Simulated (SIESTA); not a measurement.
SIESTA run on Li₃Rh (Fm-3m, 4 atoms in the cell): self-consistent single point.

Level of theory: GGA PBEsol, numerical atomic orbitals DZP, PseudoDojo PBEsol standard norm-conserving potentials (rewritten from UPF to PSML) (SIESTA 5.4.2).

The change in words: lattice scaled by 0.98. Reference geometry:
```
CELL_PARAMETERS angstrom
      0.00000     2.98141     2.98141
      2.98141     0.00000     2.98141
      2.98141     2.98141     0.00000
ATOMIC_POSITIONS crystal
  Li 0.25000 0.25000 0.25000
  Li 0.75000 0.75000 0.75000
  Li 0.50000 0.50000 0.50000
  Rh 0.00000 0.00000 0.00000
```

Reference input (self-consistent single point, DFT, GGA PBEsol, numerical atomic orbitals DZP, PseudoDojo PBEsol standard norm-conserving potentials (rewritten from UPF to PSML)): XC.functional = GGA; XC.authors = PBEsol; potentials = PseudoDojo PBEsol standard; PAO.BasisSize = DZP; PAO.EnergyShift = 0.01 Ry; MeshCutoff = 400 Ry; kgrid.MonkhorstPack = 5 5 5; OccupationFunction = FD; ElectronicTemperature = 100 meV; PAO.Polarization.NonPerturbative = true; MaxSCFIterations = 150; SCF.Mixer.Method = Broyden. This run's input differs from it in these lines:

```diff
@@ -12,5 +12,5 @@
 %block LatticeVectors
-     0.000000000    5.634048365    5.634048365
-     5.634048365    0.000000000    5.634048365
-     5.634048365    5.634048365    0.000000000
+     0.000000000    5.521367776    5.521367776
+     5.521367776    0.000000000    5.521367776
+     5.521367776    5.521367776    0.000000000
 %endblock LatticeVectors
@@ -18,5 +18,5 @@
 %block AtomicCoordinatesAndAtomicSpecies
-     1.490705000    1.490705000    1.490705000  1
-     4.472115000    4.472115000    4.472115000  1
-     2.981410000    2.981410000    2.981410000  1
+     1.460891000    1.460891000    1.460891000  1
+     4.382673000    4.382673000    4.382673000  1
+     2.921782000    2.921782000    2.921782000  1
      0.000000000    0.000000000    0.000000000  2
```

Output, abridged:

```
        iscf     Eharris(eV)        E_KS(eV)     FreeEng(eV)     dDmax    Ef(eV) dHmax(eV)
   scf:    1    -3640.602488    -3737.287477    -3737.386365  2.309228 -5.767318 33.069006
   scf:    2    -3785.386840    -3767.742781    -3767.789899  1.171765 -7.530486 11.554742
   scf:    3    -3772.210873    -3771.777591    -3771.795332  0.413212 -8.298112  1.181566
   scf:    4    -3771.783312    -3771.783919    -3771.802974  0.019875 -8.266963  0.829274
   scf:    5    -3771.798548    -3771.791977    -3771.812898  0.044617 -8.266000  0.189679
   [... 6 lines left out ...]
   scf:   12    -3771.793175    -3771.793175    -3771.813880  0.000008 -8.284717  0.001329
   scf:   13    -3771.793175    -3771.793175    -3771.813880  0.000007 -8.284726  0.001177
   scf:   14    -3771.793175    -3771.793175    -3771.813880  0.000007 -8.284731  0.001031
   scf:   15    -3771.793175    -3771.793175    -3771.813880  0.000006 -8.284736  0.000910
SCF Convergence by DM+H criterion
max |DM_out - DM_in|         :     0.0000055762
max |H_out - H_in|      (eV) :     0.0009102810
SCF cycle converged after 15 iterations

Using DM_out to compute the final energy and forces

siesta: E_KS(eV) =            -3771.7932

siesta: E_KS - E_eggbox =     -3771.7932

siesta: Atomic forces (eV/Ang):
     1   -0.000018   -0.000018   -0.000018
     2    0.000018    0.000018    0.000018
     3    0.000000    0.000000    0.000000
     4   -0.000000   -0.000000   -0.000000
   Tot    0.000000    0.000000    0.000000
   Max    0.000018
   Res    0.000013    sqrt( Sum f_i^2 / 3N )
   Max    0.000018    constrained

Stress tensor Voigt[x,y,z,yz,xz,xy] (kbar):      -22.87      -22.87      -22.87       -0.13       -0.13       -0.13
(Free)E + p*V (eV/cell)    -3771.1019
   [... lines left out ...]
siesta: FreeEng =     -3771.813880
   [... lines left out ...]
siesta:    -0.014271   -0.000081   -0.000081
siesta:    -0.000081   -0.014271   -0.000081
siesta:    -0.000081   -0.000081   -0.014271

siesta: Cell volume =         49.885396 Ang**3

siesta: Pressure (static):
siesta:                Solid            Molecule  Units
siesta:           0.00015544          0.00015542  Ry/Bohr**3
siesta:           0.01427143          0.01427037  eV/Ang**3
siesta:          22.86534575         22.86365297  kBar
```

The run converged in 15 iterations. Against the reference run the free energy goes up by 4.1 meV/atom, the pressure goes from -0.67 to 2.29 GPa and the gap on the mesh goes from 0.578 to 0.616 eV.

The starting cell comes from a database of computed structures (which also holds hypothetical and non-ambient phases and stackings), without a prior relaxation at this level. For this run, on top of that: lattice scaled by 0.98. Values carry the incompleteness of an atom-centred basis.

Cost on one core of a shared machine: roughly 40 s.
